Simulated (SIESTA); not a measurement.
Input and output of a self-consistent single point for Ti3Nb (Amm2, 4 atoms in the cell) (SIESTA).

Method of the run: LDA PW92, numerical atomic orbitals DZP, PseudoDojo LDA standard norm-conserving potentials (rewritten from UPF to PSML) (SIESTA).

The change in words: lattice scaled by 0.98. Reference geometry:
```xyz
4
Lattice="9.0470 0.0000 0.0000 0.0000 1.6060 2.4104 0.0000 -1.6060 2.4104" Properties=species:S:1:pos:R:3 pbc="T T T"
Ti     0.0000     0.0000     0.8806
Ti     2.2477     0.0000     3.8149
Ti     6.7993     0.0000     3.8149
Nb     4.5235     0.0000     1.1312
```

Reference input (self-consistent single point, DFT, LDA PW92, numerical atomic orbitals DZP, PseudoDojo LDA standard norm-conserving potentials (rewritten from UPF to PSML)): XC.functional = LDA; XC.authors = PW92; potentials = PseudoDojo LDA standard; PAO.BasisSize = DZP; PAO.EnergyShift = 0.005 Ry; MeshCutoff = 400 Ry; kgrid.MonkhorstPack = 3 10 10; OccupationFunction = FD; ElectronicTemperature = 100 meV; MaxSCFIterations = 150; SCF.Mixer.Method = Pulay; SCF.Mixer.Weight = 0.25. This run's input differs from it in these lines:

```diff
@@ -12,5 +12,5 @@
 %block LatticeVectors
-    17.096333352    0.000000000    0.000000000
-     0.000000000    3.034909605    4.554986402
-     0.000000000   -3.034909605    4.554986402
+    16.754406307    0.000000000    0.000000000
+     0.000000000    2.974211602    4.463886485
+     0.000000000   -2.974211602    4.463886485
 %endblock LatticeVectors
```

Output (repeated stretches shortened):

```
        iscf     Eharris(eV)        E_KS(eV)     FreeEng(eV)     dDmax    Ef(eV) dHmax(eV)
   scf:    1    -6449.039958    -6521.932472    -6522.110287  1.415785 -6.007573 25.970714
   scf:    2    -5650.941255    -6278.308024    -6278.472497  2.152184 -5.837967 83.936966
   scf:    3    -6555.997498    -6537.939287    -6538.122337  1.990666 -6.324529  4.869738
   scf:    4    -6537.314466    -6538.651534    -6538.845802  0.177039 -6.453454  5.428411
   scf:    5    -6535.910924    -6538.593158    -6538.788676  0.206416 -6.793604  5.791816
   [... 8 lines left out ...]
   scf:   14    -6539.433571    -6539.433571    -6539.630742  0.000027 -6.758799  0.000298
   scf:   15    -6539.433571    -6539.433571    -6539.630742  0.000024 -6.758792  0.000155
   scf:   16    -6539.433571    -6539.433571    -6539.630742  0.000021 -6.758797  0.000070
   scf:   17    -6539.433571    -6539.433571    -6539.630742  0.000005 -6.758795  0.000025
SCF Convergence by DM+H criterion
max |DM_out - DM_in|         :     0.0000050722
max |H_out - H_in|      (eV) :     0.0000246026
SCF cycle converged after 17 iterations

Using DM_out to compute the final energy and forces

siesta: E_KS(eV) =            -6539.4336

siesta: E_KS - E_eggbox =     -6539.4336

siesta: Atomic forces (eV/Ang):
     1   -0.000000    0.000000    0.032463
     2   -0.080439    0.000000   -0.149766
     3    0.080439    0.000000   -0.149766
     4    0.000000   -0.000000    0.262279
   Tot    0.000000    0.000000   -0.004790
   Max    0.262279
   Res    0.103136    sqrt( Sum f_i^2 / 3N )
   Max    0.262279    constrained

Stress tensor Voigt[x,y,z,yz,xz,xy] (kbar):       16.93       12.19       32.63        0.00        0.00       -0.00
(Free)E + p*V (eV/cell)    -6540.4777
   [... lines left out ...]
siesta: FreeEng =     -6539.630742
siesta: Cell volume =         65.924591 Ang**3
siesta:         -20.58403745        -17.09285730  kBar
   [... lines left out ...]
              0.282   1.028   0.844   0.910   0.987   1.016  -0.118   0.009

             -0.069  -0.176  -0.147

mulliken: Qtot =       49.000

Mulliken Atomic Populations:
Atom #   charge [q] valence [e]  Species
     1    -0.032619   12.032619  Ti
     2     0.164774   11.835226  Ti
     3     0.164774   11.835226  Ti
     4    -0.296929   13.296929  Nb
 Total    -0.000000
```

The run converged in 17 iterations. Against the reference run the free energy falls by 38.5 meV/atom, the pressure goes from -9.55 to -2.06 GPa and the largest force goes from 0.183 to 0.262 eV/Å.

The starting cell comes from a database of computed structures (which also holds hypothetical and non-ambient phases and stackings), without a prior relaxation at this level. For this run, on top of that: lattice scaled by 0.98. Spin polarisation is off. Values carry the incompleteness of an atom-centred basis.

Cost on one core of a shared machine: roughly 60 s.
